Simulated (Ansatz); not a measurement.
The parent structure is PbSe in the rock salt structure (space group Fm-3m, No. 225; a = 6.218 Å).

Structures relaxed with PBE, PAW, 420 eV (Ansatz, a first-principles code; no spin-orbit coupling).

Base:

Simulated powder pattern, Co Kα, λ = 1.79026 Å (kinematic, ideal powder, no thermal factors, no anomalous dispersion; the 10 strongest lines at most, above 2 %, up to 2θ = 90°):

```json
[
 {"2θ (°)": "28.88", "I/Imax (%)": "36", "hkl": "(111)"},
 {"2θ (°)": "33.47", "I/Imax (%)": "100", "hkl": "(200)"},
 {"2θ (°)": "48.06", "I/Imax (%)": "75", "hkl": "(220)"},
 {"2θ (°)": "57.04", "I/Imax (%)": "19", "hkl": "(311)"},
 {"2θ (°)": "59.83", "I/Imax (%)": "27", "hkl": "(222)"},
 {"2θ (°)": "70.32", "I/Imax (%)": "13", "hkl": "(400)"},
 {"2θ (°)": "77.74", "I/Imax (%)": "8.2", "hkl": "(331)"},
 {"2θ (°)": "80.16", "I/Imax (%)": "37", "hkl": "(420)"},
 {"2θ (°)": "89.70", "I/Imax (%)": "30", "hkl": "(422)"}
]
```

It is then changed as follows: cell and atoms relaxed at a pressure of 15 GPa.

Problem. Predict the new powder pattern.

Solution. 
Simulated powder pattern, Co Kα, λ = 1.79026 Å (kinematic, ideal powder, no thermal factors, no anomalous dispersion; the 10 strongest lines at most, above 2 %, up to 2θ = 90°):

```csv
2θ (°),d (Å),I/Imax (%),hkl
30.98,3.352,36,(111)
35.92,2.903,100,(200)
51.71,2.053,74,(220)
61.51,1.750,18,(311)
64.57,1.676,26,(222)
76.16,1.451,13,(400)
84.46,1.332,8.3,(331)
87.19,1.298,37,(420)
```

The indices refer to the base's conventional cell; one index is shown for lines that coincide.

Load acts through the strain it causes; cell and atoms are relaxed under it. Stability against distortions was not tested. Competing high-pressure phases were not computed.
